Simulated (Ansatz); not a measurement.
Consider P vacancy in zinc-blende InP, charge state +3. Calculation: PBE, PAW (plane waves to 420 eV; Ansatz, a quantum-chemistry and plane-wave program).

Cell of 64 host sites held at the relaxed PBE lattice; one k-point at (0.250, 0.250, 0.250); Fermi-Dirac width 0.05 eV, spin-restricted; finite-size errors left in. Static, classical nuclei. PBE gaps are too small, and in this host the defect's levels may merge with the bands. The charge state is imposed; whether it is stable for some Fermi level was not computed. Forms of the defect that were not tried may lie lower.

Barriers: single points on a 2×2×2 k-point mesh shifted by half a step at the bands' geometries (they differ from the bands' own by up to 0.08 eV, and are uncertain by about as much).

The step: one P atom jumps into the vacancy from a nearby P site (strongly reconstructed ends). Atoms about the jump, Cartesian Å from the middle of the jump, before and after:

```csv
atom,x0,y0,z0,x1,y1,z1
P1,0.01,1.52,1.52,-0.01,-1.52,-1.52
In2,1.85,0.32,0.32,1.85,-0.33,-0.33
In3,-1.44,3.02,0.00,-1.77,3.29,-0.33
In4,-1.77,0.31,-3.30,-1.45,-0.01,-3.03
In5,-1.44,0.00,3.02,-1.77,-0.33,3.29
In6,-1.77,-3.30,0.31,-1.45,-3.03,-0.01
P7,-2.96,1.52,-1.45,-2.97,1.44,-1.52
P8,-2.96,-1.45,1.52,-2.97,-1.52,1.44
```

### Question
Predict the transition state.

### Answer

```tsv
atom	x	y	z
P1	-0.62	0.01	-0.01
In2	1.87	0.02	-0.01
In3	-1.55	2.80	-0.19
In4	-1.54	0.18	-2.81
In5	-1.57	-0.20	2.82
In6	-1.56	-2.84	0.19
P7	-3.27	1.54	-1.57
P8	-3.27	-1.56	1.54
```
It lies 1.73 eV above the start and 1.73 eV above the end. The saddle point's order was not checked, and it lies on a symmetry element of the cell, where a band can be held.
